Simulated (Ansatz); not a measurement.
The starting structures come from a database of crystals and need not be the phases stable at ambient conditions.

Inside the gap of an insulator the Bloch states are evanescent, with a wavenumber k + iκ along the transport direction.

Consider the following.

```
MgS
1.0
    4.08677     0.00000     0.00000
    0.00000     4.08677     0.00000
    2.04338     2.04338     2.88978
Mg S
1 1
Direct
  0.00000   0.00000   0.00000
  0.25000   0.75000   0.50000
```

Space group of this cell: F-43m, zinc blende. The cell is strained (all lengths scaled by 1.02); by r2SCAN its mean pressure is -3.3 GPa.

Transport runs along the normal of the first two printed cell vectors, the (001) plane of the conventional cell.

The gap is the functional's own. No spin-orbit coupling. Mid-gap values are interpolated on the energy grid.

State the band gap and the smallest decay constant κ at mid-gap according to r2SCAN in Ansatz (a quantum-chemistry and plane-wave program).

Gap 3.82 eV on a 10×10×10 mesh; κ = 0.271 1/Å, at the zone centre.
